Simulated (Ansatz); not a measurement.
Density of states of TiO2 (I4/m, 12 atoms in the cell).

```xyz
12
Lattice="-4.3508 4.3508 1.8876 4.3508 -4.3508 1.8876 4.3508 4.3508 -1.8876" Properties=species:S:1:pos:R:3 pbc="T T T"
Ti     0.0249     2.5433     0.0000
Ti     4.3259     1.8075     1.8876
Ti     6.1582     0.0249     0.0000
Ti    -1.8075     4.3259     1.8876
O      1.3120     4.3408     0.0000
O      3.0387     0.0099     1.8876
O      4.3607     1.3120     0.0000
O     -0.0099     3.0387     1.8876
O      2.9620    -2.9441     1.8876
O      1.3888     7.2948     0.0000
O      2.9441     2.9620     1.8876
O      1.4067     1.3888     0.0000
```

Computed with r2SCAN, default PAW files made with PBE (plane waves; Ansatz, a program for electronic structure).

SCF settings: kpoints.mp_grid.grid = 4 4 4; hamiltonian.xc = r2scan; hamiltonian.pseudopotentials = {kind: paw} (the program's default PAW files); scf.occupations.method = fixed. Keys of the DOS step: output.dos.nscf_kmesh.grid = 4 4 4.

The starting cell comes from a database of computed structures (which also holds hypothetical and non-ambient phases and stackings), without a prior relaxation at this level.

Total DOS (both spins), as means of the tabulated values in each energy bin; the zero is the program's Fermi level or highest filled level, and the curve is cut to this window:

(E (eV), states/eV/cell): (-7.88, 0.00); (-7.62, 0.00); (-7.38, 0.00); (-7.12, 0.00); (-6.88, 0.00); (-6.62, 0.00); (-6.38, 0.00); (-6.12, 0.00); (-5.88, 0.00); (-5.62, 0.00); (-5.38, 0.00); (-5.12, 1.78); (-4.88, 5.35); (-4.62, 9.91); (-4.38, 10.1); (-4.12, 12.4); (-3.88, 10.5); (-3.62, 11.0); (-3.38, 11.7); (-3.12, 10.9); (-2.88, 7.63); (-2.62, 9.87); (-2.38, 13.0); (-2.12, 9.80); (-1.88, 6.61); (-1.62, 14.8); (-1.38, 11.4); (-1.12, 10.5); (-0.88, 7.77); (-0.62, 11.1); (-0.38, 5.46); (-0.12, 0.43); (0.12, 0.00); (0.38, 0.00); (0.62, 0.00); (0.88, 0.00); (1.12, 0.00); (1.38, 0.00); (1.62, 0.00); (1.88, 0.00); (2.12, 0.05); (2.38, 0.37); (2.62, 0.95); (2.88, 1.79)

The gap on the SCF mesh is 2.01 eV.

Keys are those of Ansatz 0.2.
